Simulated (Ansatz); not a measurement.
# Lu: uniaxial strain ε_zz = +1.00 %

Consider Lu in the hcp (Mg type) structure (space group P6_3/mmc, No. 194; a = 3.506 Å, c = 5.482 Å; relaxed with 0.1 eV smearing). Axes: x lies along a and z along c of the hexagonal cell.

Now apply this change: the cell is stretched by 1.00 % along z with no lateral relaxation; the atoms relax in the strained cell.

Level of theory: PBE (Ansatz, a first-principles code), no spin-orbit coupling. Settings: 19×19×11 k-points, 0.1 eV Fermi–Dirac smearing.

The volume per atom increases by 0.29 Å³ (29.18 Å³ → 29.47 Å³) and the space group is still P6_3/mmc (No. 194). The energy rises by 0.8 meV/atom and the pressure (mean of the normal stresses, compression positive) goes from zero to -0.4 GPa. The band gap stays zero and the stress (xx, yy, zz, yz, xz, xy; compression positive) is (-0.2, -0.2, -0.9, 0.0, 0.0, 0.0) GPa.

Final structure:

```yaml
crystal:
  lattice:
    - [3.50616, 0.00000, 0.00000]
    - [-1.75308, 3.03643, 0.00000]
    - [0.00000, 0.00000, 5.53684]
  atoms:
    - { symbol: Lu, position: [0.66667, 0.33333, 0.75000] }
    - { symbol: Lu, position: [0.33333, 0.66667, 0.25000] }
```

Stability against distortions was not tested.
